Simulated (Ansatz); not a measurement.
The reference is CdSe in the wurtzite structure (space group P6_3mc, No. 186; a = 4.248 Å, c = 6.941 Å). Axes: x lies along a and z along c of the hexagonal cell.

The values are results of LDA (Ansatz, a program for electronic structure), without spin-orbit coupling, not measurements.

It is then changed as follows: the cell is compressed by 2.40 % along z with no lateral relaxation, atoms relaxed at fixed cell.

Question: Predict the stress tensor and what it implies for the stiffness.

Answer: Stress of the strained cell less that of the base (GPa, compression positive):
```
   1.11    0.00    0.00
   0.00    1.11    0.00
   0.00    0.00    2.22
```

Then −Δσ_ii/ε with ε = -0.0240 gives secant stiffness values (nonlinear terms included at this strain): C33 ≈ 93 GPa, C13 ≈ 46 GPa and C23 ≈ 46 GPa.

As a check, the harmonic strain energy −½ V₀ Δσ:ε is 4.5 meV/atom; the computed energy rise is 4.5 meV/atom.

No phonon test of stability was made.
